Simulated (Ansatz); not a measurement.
# CdSe, response to strain

The parent structure is CdSe in the zinc blende structure (space group F-43m, No. 216; a = 6.1964 Å).

Strains are applied to the cell and any free atomic positions relax.

The values are results of PBE/PAW in Ansatz (a quantum-chemistry and plane-wave program), scalar-relativistic without spin-orbit coupling, not measurements.

```
isotropic strain (%)  pressure (GPa)
--------------------  --------------
-3                               5.1
-2.5                             4.0
-2                                 ?
-1.5                             2.2
-0.5                             0.7
0                                0.0
1                               -1.3
2                               -2.3
2.5                             -2.8
```

**Question.** Fit P = P₀ − Bδ + Cδ² with δ = (1 + ε)³ − 1 to the rows shown and predict the withheld row.

**Answer.** Least squares on the printed values gives P₀ = 0.0 GPa, B = 46.0 GPa, C = 138 GPa (largest residual 0.1 GPa); this predicts 3.1 GPa, and the run gives 3.1 GPa, in agreement.

Stability against distortions was not tested.
